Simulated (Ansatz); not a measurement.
## What tensor shear ε_xz = +1.14 % does to Hf

Consider Hf in the hcp (Mg type) structure (space group P6_3/mmc, No. 194; a = 3.1174 Å, c = 4.9501 Å; relaxed with 0.1 eV smearing). Axes: x lies along a and z along c of the hexagonal cell.

The change: tensor shear ε_xz = +1.14 % (engineering shear γ = 0.0228); the atoms relax in the strained cell.

All numbers come from DFT with LDA, PAW potentials and a 420 eV plane-wave cutoff in Ansatz (a first-principles code), no spin-orbit coupling. Settings: 21×21×12 k-points, 0.1 eV Fermi–Dirac smearing.

```tsv
quantity	base	changed	shift
volume per atom	20.83 Å³	20.83 Å³	0.00 Å³
space group	P6_3/mmc (No. 194)	C2/c (No. 15)	–
shortest interatomic distance	3.060 Å	3.032 Å	-0.0287 Å
energy relative to the base (free energy F)	0 meV/atom	+1.5 meV/atom	+1.5 meV/atom
pressure (mean of the normal stresses, compression positive)	0.0 GPa	0.0 GPa	0.0 GPa
band gap	zero	zero	–
stress (xx, yy, zz, yz, xz, xy; compression positive)	–	(0.0, 0.0, 0.0, 0.0, -1.0, 0.0) GPa	–
```

Final structure:

```xyz
2
Lattice="3.1174 0.0000 0.0355 -1.5587 2.6997 -0.0178 0.0564 0.0000 4.9501" Properties=species:S:1:pos:R:3 pbc="T T T"
Hf     1.6010     0.8999     3.7303
Hf     0.0141     1.7998     1.2375
```

Whether these cells are dynamically stable was not tested. All final runs are without spin polarisation.
